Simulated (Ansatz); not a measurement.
Base system: ZrO2 (space group P2_1/c, No. 14).

```yaml
crystal:
  lattice:
    - [5.18987, 0.00000, 0.00000]
    - [0.00000, 5.24188, 0.00000]
    - [-0.90466, 0.00000, 5.30184]
  atoms:
    - { symbol: Zr, position: [0.27576, 0.04379, 0.21002] }
    - { symbol: Zr, position: [0.72424, 0.54379, 0.28998] }
    - { symbol: Zr, position: [0.72424, 0.95621, 0.78998] }
    - { symbol: Zr, position: [0.27576, 0.45621, 0.71002] }
    - { symbol: O, position: [0.06497, 0.32630, 0.35005] }
    - { symbol: O, position: [0.93503, 0.82630, 0.14995] }
    - { symbol: O, position: [0.93503, 0.67370, 0.64995] }
    - { symbol: O, position: [0.06497, 0.17370, 0.85005] }
    - { symbol: O, position: [0.45100, 0.75674, 0.47552] }
    - { symbol: O, position: [0.54900, 0.25674, 0.02448] }
    - { symbol: O, position: [0.54900, 0.24326, 0.52448] }
    - { symbol: O, position: [0.45100, 0.74326, 0.97552] }
```

Cartesian axes are those of the cell as printed.

All numbers come from Ansatz (a program for electronic structure) PBE, scalar-relativistic without spin-orbit coupling.

For the base:

- Shortest interatomic distance = 3.889 bohr

Perturbation: uniaxial stress, 5 GPa compression along x, with the cell and atoms free to relax against it.

**Question.** How does this affect the shortest interatomic distance and mean lateral Poisson ratio?

**Answer.** The shortest interatomic distance falls by 0.0083 bohr to 3.880 bohr; the mean lateral Poisson ratio is 0.26.

Load acts through the strain it causes; cell and atoms are relaxed under it. Beyond what the load breaks, stability against distortions was not tested.
